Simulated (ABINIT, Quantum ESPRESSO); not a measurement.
A Quantum ESPRESSO input for a self-consistent single point of LaSi3Os (I4mm, 5 atoms in the cell) (DFT, LDA (PZ), plane waves, GBRV 1.5 ultrasoft (LDA) pseudopotentials):

```fortran
&CONTROL
    calculation = 'scf'
    prefix = 'run'
    outdir = './out'
    pseudo_dir = './'
    tprnfor = .true.
    tstress = .true.
/
&SYSTEM
    ibrav = 0
    celldm(1) = 11.0324878252
    nat = 5
    ntyp = 3
    ecutwfc = 40
    ecutrho = 320
    occupations = 'smearing'
    smearing = 'gauss'
    degauss = 0.0073499
/
&ELECTRONS
    conv_thr = 1.0d-9
/
ATOMIC_SPECIES
La   138.9055  la_lda_v1.uspp.F.UPF
Si    28.0850  si_lda_v1.uspp.F.UPF
Os   190.2300  os_lda_v1.2.uspp.F.UPF
CELL_PARAMETERS {alat}
  -0.3670577586     0.3670577586     0.8547146914
   0.3670577586    -0.3670577586     0.8547146914
   0.3670577586     0.3670577586    -0.8547146914
ATOMIC_POSITIONS {angstrom}
La    0.0000000000    0.0000000000    9.9655189584
Si    0.0000000000    0.0000000000    4.1840688825
Si    2.1429350000    0.0000000000    2.5989629538
Si    0.0000000000    2.1429350000    2.5989629538
Os    0.0000000000    0.0000000000    6.5403209115
K_POINTS {automatic}
8 8 8  0 0 0
```

Task: Give the ABINIT input for the same structure, mesh, smearing and functional.

Result: One input that does it (others would too):

```
# LaSi3Os, JTH v2.0 LDA PAW
pp_dirpath "./"
pseudos "La.LDA_PW-JTH.xml, Si.LDA_PW-JTH.xml, Os.LDA_PW-JTH.xml"
acell 5.8381411367 5.8381411367 5.8381411367 Angstrom
rprim
        -0.3670577586    0.3670577586    0.8547146914
         0.3670577586   -0.3670577586    0.8547146914
         0.3670577586    0.3670577586   -0.8547146914
natom 5
ntypat 3
znucl 57 14 76
typat 1 2 2 2 3
xred
         0.9985600000    0.9985600000    0.0000000000
         0.4192500000    0.4192500000    0.0000000000
         0.2604200000    0.7604200000    0.5000000000
         0.7604200000    0.2604200000    0.5000000000
         0.6553500000    0.6553500000    0.0000000000
ecut 707 eV
pawecutdg 1415 eV
pawxcdev 0
ixc 7
occopt 7
tsmear 0.00367493
nband 22
kptopt 1
ngkpt 8 8 8
nshiftk 1
shiftk 0 0 0
nstep 50
toldfe 1.0e-09
prtwf 0
prtden 0
```

Basis, cutoffs, solver keys and any potentials are the target program's own. This input uses DFT, LDA (PW92), plane waves, PAW (JTH v2.0 LDA PAW). LDA parametrisations can differ slightly between programs.

The starting cell comes from a database of computed structures (which also holds hypothetical and non-ambient phases and stackings), without a prior relaxation at this level.
